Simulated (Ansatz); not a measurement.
```
YS
1.0
    0.00000     2.72968     2.72968
    2.72968     0.00000     2.72968
    2.72968     2.72968     0.00000
Y S
1 1
Cartesian
  2.72968   2.72968   2.72968
  0.00000   0.00000   0.00000
```

Calculation: PBEsol, DFPT electron-phonon coupling, linearised Boltzmann equation (plane waves, PAW, scalar-relativistic; Ansatz, a program for electronic structure). Cell: relaxed with this functional, without spin-orbit coupling.

Problem. What phonon-limited resistivity does this give at 300 K?

Solution. 19.6 μΩ·cm.

Problem. And the electrons' mean free path at that temperature?

Solution. 5.2 nm, weighted by the current that each state carries. Wires not much wider than this gain resistivity from their walls.

A metal at this level (no band gap). Only scattering by harmonic phonons is included (no impurities, grain boundaries, electron-electron scattering or thermal expansion). Spin-orbit coupling is left out. The squared frequency of the phonon mode least converged on the k mesh is uncertain by 40 %. Halving the electron mesh (28x28x28) moves the resistivity by up to 5 % at 300 K, the mean free path by up to 2 %. Smearing 0.20 eV; phonons on a 4x4x4 q mesh, which this run doesn't test.

Formula and space group known from diffraction (Crystallography Open Database), not checked to be the room-temperature form: YS (Fm-3m).
